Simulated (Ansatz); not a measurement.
The starting structures come from a database of crystals and need not be the phases stable at ambient conditions.

Inside the gap of an insulator the Bloch states are evanescent, with a wavenumber k + iκ along the transport direction.

Here is the system:

```xyz
18
Lattice="5.7588 0.0000 0.0000 -2.8794 8.2011 0.0000 0.0000 -2.1808 5.5690" Properties=species:S:1:pos:R:3 pbc="T T T"
Sr     2.8588     5.5718     2.0484
Sr    -0.0206     0.4486     3.5206
Sr     2.8588     1.6296     0.5047
Sr    -0.0206     4.3907     5.0643
Sc     2.8856    -1.0904     2.7845
Sc     0.0062     0.0000     0.0000
Ga     2.6970     2.6209     3.7785
Ga    -0.1824     3.3994     1.7905
O      4.3144    -0.3690     1.4413
O      1.4350     6.3894     4.1277
O     -1.4444     6.4029     4.0931
O      1.4350    -0.3826     1.4759
O      0.1114     5.2109     1.6077
O      2.9908     0.8094     3.9613
O      0.1114     2.1937     0.4261
O      2.9908     3.8266     5.1429
O      3.7154     3.2127     2.2674
O      0.8360     2.8077     3.3016
```

Space group of this cell: Ima2. The cell is taken as given; by r2SCAN its mean pressure is -4.0 GPa.

Transport runs along the normal of the first two printed cell vectors.

The gap is the functional's own. No spin-orbit coupling. Mid-gap values are interpolated on the energy grid.

Problem. Give the band gap and the smallest decay constant κ at mid-gap that r2SCAN run with Ansatz (a quantum-chemistry and plane-wave program) yields.

Solution. Gap 3.29 eV on a 6×6×6 mesh; κ = 0.336 1/Å, at the zone centre.
